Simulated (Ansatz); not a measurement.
An Ansatz (an electronic-structure program) input (Kohn–Sham DFT with the PBEsol functional, run in Ansatz with PAW and 420 eV plane waves, without spin-orbit coupling):

Ansatz 0.2 input:
```yaml
crystal:
  lattice:
    - [3.110320845, 0, 0]
    - [0, 3.110320845, 0]
    - [1.5551604225, -1.5551604225, 3.959892533]
  atoms:
    - { symbol: Si, position: [0.3350518461, 0.6649481539, 0.3298963077] }
    - { symbol: Si, position: [0.6649481539, 0.3350518461, 0.6701036923] }
    - { symbol: Mo, position: [0, 0, 0] }
basis: { ecutwfc: 420, ecutrho_ratio: 4, xc_grid: 2, fft_grid_basis: typed }
kpoints: { mp_grid: { grid: [25, 25, 25] } }
hamiltonian:
  xc: pbesol
  dispersion: none
  pseudopotentials: { kind: paw }
scf: { occupations: { method: fermi_dirac, width: 0.1 } }
relax: { f_tol: 0.005, max_steps: 50, cell: { stress_tol: 0.01, fix: [a, b, gamma] } }
output: { forces: true, stress: true }
checkpoint: { write: state.ck, write_every: 1000 }
```

Problem. Which symmetry and how many k-points will the program report, and about how many plane waves at Γ?

Solution. Space group I4/mmm (ITA 139) with 16 operations, k-points 1183 of 15625, and 769 plane waves at Γ.

Problem. And the final pressure?

Solution. 9.14 GPa (compression positive).

The cells carry an imposed strain or load. Stability against distortions was not tested. The final runs are not spin-polarised. The cell was made from MoSi₂ (space group I4/mmm, No. 139) by this change: biaxial strain −2.50 %, plane normal [001], relaxed out of plane.
